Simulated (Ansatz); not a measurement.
## A computed series for hypothetical simple cubic Ni: response to strain

Base system: Ni in the simple cubic structure (space group Pm-3m, No. 221; ferromagnetic; a hypothetical phase, not in the database extracts checked; relaxed with 0.1 eV smearing).

```
Ni
1.0
    2.29093     0.00000     0.00000
    0.00000     2.29093     0.00000
    0.00000     0.00000     2.29093
Ni
1
Direct
  0.00000   0.00000   0.00000
```

Cartesian axes are those of the cell as printed.

Strains are applied to the cell and any free atomic positions relax; under biaxial strain the out-of-plane vector relaxes too.

Calculations: PBEsol (Ansatz, an electronic-structure program, PAW, no spin-orbit coupling).

Notes on the quantities. pressure: mean of the normal stresses, compression positive; energy relative to the base: free energy F.

```tsv
case	pressure	shortest interatomic distance	energy relative to the base	space group
base	0.0 GPa	2.291 Å	0 meV/atom	Pm-3m (No. 221)
biaxial strain −3.21 %, plane normal [111], relaxed out of plane	-5.8 GPa	2.323 Å	-23 meV/atom	R-3m (No. 166)
biaxial strain +1.43 %, plane normal [111], relaxed out of plane	3.4 GPa	2.276 Å	-5.1 meV/atom	R-3m (No. 166)
isotropic strain −5.46 %	41.2 GPa	2.166 Å	+0.204 eV/atom	Pm-3m (No. 221)
isotropic strain −0.33 %	1.6 GPa	2.283 Å	+0.6 meV/atom	Pm-3m (No. 221)
uniaxial strain ε_zz = −1.23 %	2.1 GPa	2.263 Å	+2.4 meV/atom	P4/mmm (No. 123)
```

Other magnetic orders, which the real material may have, were not ruled out. Whether these cells are dynamically stable was not tested. Under biaxial strain −3.21 %, plane normal [111], relaxed out of plane and biaxial strain +1.43 %, plane normal [111], relaxed out of plane the cell ends below the base's energy or with stress of the wrong sign: the atoms slid into a distortion or the cell is elastically unstable, so the base is not a stable minimum at this level.
